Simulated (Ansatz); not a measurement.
Worked example: zone-centre phonon calculation of Ti3Ga (P6_3/mmc, 8 atoms in the cell) in Ansatz (a quantum-chemistry and plane-wave program).

Computed with LDA (PW92), default PAW files made with PBE (plane waves; Ansatz).

```
CELL_PARAMETERS angstrom
      5.71530     0.00000     0.00000
     -2.85765     4.94960     0.00000
      0.00000     0.00000     4.64203
ATOMIC_POSITIONS crystal
  Ti 0.17060 0.34120 0.75000
  Ti 0.82940 0.65880 0.25000
  Ti 0.82940 0.17060 0.25000
  Ti 0.17060 0.82940 0.75000
  Ti 0.65880 0.82940 0.75000
  Ti 0.34120 0.17060 0.25000
  Ga 0.66667 0.33333 0.75000
  Ga 0.33333 0.66667 0.25000
```

Reference input (self-consistent single point, DFT, LDA (PW92), plane waves, default PAW files made with PBE): basis.ecutwfc = 420 eV; kpoints.mp_grid.grid = 6 6 6; hamiltonian.xc = lda; hamiltonian.pseudopotentials = {kind: paw} (the program's default PAW files); scf.occupations.method = fermi_dirac; scf.occupations.width = 0.1 eV. This run's input differs from it in these lines:

```diff
@@ -27,6 +27,5 @@
     width: 0.1
-output:
-  forces: true
-  eigenvalues: true
-  stress: true
+phonons:
+  method: dfpt
+  qmesh: [1, 1, 1]
```

Output (repeated stretches shortened):

```
SCF iter   1: F=—  HF=-22118.578197 eV  |F-HF|=—  |Δ(HF+E_count)|=         —  Δρ=6.34e-3  dr2=2.50e-2  ethr=1.77e-3  ⟨swp⟩=6.2  Hψ=12088  notcnv=0
all-band conjugate gradients solve this SCF's bands
preconditioner: auto → Kerker (q_TF=auto, 2.598 Å⁻¹)
SCF iter   2: F=—  HF=-22118.574189 eV  |F-HF|=—  |Δ(HF+E_count)|=   4.01e-3  Δρ=3.33e-3  dr2=8.69e-3  ethr=2.55e-5  ⟨swp⟩=2.0  Hψ=4701  notcnv=0
   [... lines left out ...]
SCF iter   8: F=—  HF=-22118.572977 eV  |F-HF|=—  |Δ(HF+E_count)|=   4.83e-8  Δρ=2.16e-6  dr2=4.66e-9  ethr=2.02e-10  ⟨swp⟩=2.0  Hψ=3979  notcnv=0
SCF iter   9: F=—  HF=-22118.572977 eV  |F-HF|=—  |Δ(HF+E_count)|=  6.51e-10  Δρ=5.08e-7  dr2=2.66e-10  ethr=4.76e-12  ⟨swp⟩=2.0  Hψ=5507  notcnv=0
SCF iter  10: F=—  HF=-22118.572977 eV  |F-HF|=—  |Δ(HF+E_count)|=  1.02e-10  Δρ=1.20e-7  dr2=1.58e-11  ethr=1.00e-12  ⟨swp⟩=2.4  Hψ=5319  notcnv=0
SCF iter  11: F=-22118.572977 eV  HF=-22118.572977 eV  |F-HF|=0.00e0  |Δ(HF+E_count)|=  3.64e-12  Δρ=3.98e-8  dr2=1.89e-12  ethr=1.00e-12  ⟨swp⟩=5.3  Hψ=11714  notcnv=0
SCF 1 converged in 11 iterations: F = -22118.572977 eV  dr2 = 1.89e-12
DFPT response loops at Γ: preconditioner auto → Kerker (q_TF=auto, 2.598 Å⁻¹) (partly filled bands, converged f_vac=0.000) …
Free energy (F): -22118.572977 eV
Internal energy: -22118.330642 eV  (E = F + TS)
E sigma→0 (E₀):  -22118.451810 eV
Entropy (-TS):   -0.242335 eV (-30.292 meV/atom)
Fermi energy:    13.077231 eV
--- Phonons (Γ-DFPT): 5 representative perturbations + reference, on 52 of 216 k-points (Σ response iterations 18) ---
  k mesh reduced under 4 symmetry operations, with k and −k counted as one. Each operation leaves every solved displacement unchanged or reverses it
   [... lines left out ...]
  largest difference from the sums on the solved wave vectors: F 5.62e-1 eV, S 8.20e-4 and C_V 2.58e-4 eV/K
  zero-point energy: 0.255497 eV/cell   skipped modes (ω ≤ 0): 3   left out of the sums: 5.69e-5 of the cell's modes …
```

The run converged in 11 iterations. 

Summary of the result:
- Free energy E − TS (on the zero of these files): -22118.5730 eV
- Fermi level (on the code's own zero): 13.08 eV
- Zone-centre frequencies (cm⁻¹; negative means imaginary): 0, 0, 0, 123, 123, 130, 130, 139, 139, 147, 167, 178, 178, 191, 203, 206, 206, 211, 211, 239, 239, 239, 254, 256

The starting cell comes from a database of computed structures (which also holds hypothetical and non-ambient phases and stackings), without a prior relaxation at this level. Its lattice was rescaled by up to half a per cent. Spin polarisation is off.

Cost on one core of a shared machine: roughly 5 min.

Keys are those of Ansatz 0.2.
